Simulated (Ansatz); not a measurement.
The starting structures come from a database of crystals and need not be the phases stable at ambient conditions.

 Where the default PAW files enter, the runs use the earlier of Ansatz's two default sets.

**Evanescent states of Ba(MgAs)$_{2}$ (P-3m1, not sure to be the ambient phase, 5 atoms a cell, 27.2 Å³ an atom) along the normal of (001)**

All values below come from r2SCAN (plane waves, PAW; Ansatz, a quantum-chemistry and plane-wave program).

The gap is the functional's own, uncorrected, and κ follows it; spin-orbit coupling is left out. Mid-gap values are interpolated between the computed energies.

Energies count from the valence-band top; κ is the least over a 12×12 mesh across the current.

| E (eV) | κ (1/Å) | where |
|---|---|---|
| 0.04 | 0.059 | Γ |
| 0.14 | 0.079 | Γ |
| 0.23 | 0.093 | Γ |
| 0.32 | 0.103 | Γ |
| 0.41 | 0.112 | Γ |
| 0.49 | 0.118 | Γ |
| 0.58 | 0.123 | Γ |
| 0.68 | 0.127 | Γ |
| 0.77 | 0.129 | Γ |
| 0.85 | 0.131 | Γ |
| 0.94 | 0.132 | Γ |
| 1.03 | 0.131 | Γ |
| 1.12 | 0.130 | Γ |
| 1.22 | 0.127 | Γ |
| 1.30 | 0.124 | Γ |
| 1.40 | 0.119 | Γ |

Problem. How thick must the barrier be to attenuate the transmission by 10^6 when the electrodes' Fermi level lies at 0.14 eV, and what attenuation does that film give at 0.68 eV?

Solution. d = 6 ln 10 / (2 × 0.079) = 87.4 Å. At 0.68 eV it gives 6 × 0.127/0.079 = 9.6 decades.
